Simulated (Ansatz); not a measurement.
## Nb3Sn, pressure series

The reference is Nb$_{3}$Sn in the A15 (Cr3Si type) structure (space group Pm-3n, No. 223).

```
CELL_PARAMETERS angstrom
      5.25857     0.00000     0.00000
      0.00000     5.25857     0.00000
      0.00000     0.00000     5.25857
ATOMIC_POSITIONS crystal
  Nb 0.25000 0.00000 0.50000
  Nb 0.75000 0.00000 0.50000
  Nb 0.00000 0.50000 0.25000
  Nb 0.00000 0.50000 0.75000
  Nb 0.50000 0.25000 0.00000
  Nb 0.50000 0.75000 0.00000
  Sn 0.00000 0.00000 0.00000
  Sn 0.50000 0.50000 0.50000
```

Cell and atoms are relaxed at each pressure.

The values are results of PBEsol (Ansatz, a program for electronic structure), scalar-relativistic without spin-orbit coupling, not measurements.

```
pressure (GPa)  volume per atom (Å³/atom)
--------------  -------------------------
-2                                 18.390
-1                                 18.282
0                                  18.177
0.3                                18.146
0.7                                18.105
3                                  17.879
5                                       ?
7.5                                17.474
10                                 17.268
```

Question: Fit the third-order Birch–Murnaghan form P(V) = (3B₀/2)[(V₀/V)^(7/3) − (V₀/V)^(5/3)]·[1 + (3/4)(B₀′ − 4)((V₀/V)^(2/3) − 1)] (squares taken in P) to the rows shown and predict the withheld row.

Answer: Least squares on the printed values gives V₀ = 18.177 Å³/atom, B₀ = 176 GPa, B₀′ = 4.1; this predicts 17.693 Å³/atom, and the run gives 17.693 Å³/atom, in agreement.

Measured bulk modulus of Nb3Sn: 165 GPa (0 K or low temperature; as listed in Z. W. Lu, Barry M. Klein, Physical Review Letters (1997)); the computed value is 6 % above it.

Load acts through the strain it causes; cell and atoms are relaxed under it. Stability against distortions was not tested. Competing high-pressure phases were not computed. The final runs are not spin-polarised.
